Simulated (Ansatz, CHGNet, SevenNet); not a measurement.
## B20 (FeSi-type) CoSi: properties by level of theory

Reference values: lattice constant a 4.444 Å (measured, temperature not stated, no zero-point or thermal correction; as tabulated in Wikipedia's data pages); formation enthalpy -0.511 ± 0.01 eV/atom (measured, 298 K, copied from a table, unchecked, no zero-point or thermal correction; as tabulated in Wang et al. (2021), doi:10.1038/s41598-021-94550-5).

```csv
level (code),equilibrium lattice constant a (Å),enthalpy of formation (eV/atom)
CHGNet 0.3.0,4.433,-0.647
CHGNet-r²SCAN,4.389,[?]
SevenNet-l3i5,4.431,-0.635
PBE (Ansatz),4.431,[?]
```

Q: Complete the blanks.

A: 
- CHGNet-r²SCAN, enthalpy of formation (eV/atom): -0.509
- PBE (Ansatz, a first-principles code), enthalpy of formation (eV/atom): -0.605

Differences from the reference values (errors of the level alone only where the reference is corrected to a static lattice):

| level | lattice constant a (%) | formation enthalpy (eV/atom) |
|---|---|---|
| CHGNet 0.3.0 | -0.25 | -0.136 |
| CHGNet-r²SCAN | -1.24 | +0.002 |
| SevenNet-l3i5 | -0.29 | -0.124 |
| PBE | -0.29 | -0.094 |

Nearest: lattice constant a, not ranked (reference at room or unstated temperature); formation enthalpy, not ranked (one source).

Machine-learned potentials (CHGNet 0.3.0, CHGNet-r²SCAN, SevenNet-l3i5) are trained on DFT data: a solid inside that data is no test of them.

Caveats: the energies of CHGNet 0.3.0 can hold anion corrections fitted to measured formation enthalpies (CHGNet 0.3.0). Ansatz's density-functional and Hartree–Fock values are scalar-relativistic unless marked +SOC, with PAW data made under PBE.

The crystal itself was run without spin with PBE; a magnetic state was not tried in these runs.

Differences are worked out from the printed values.
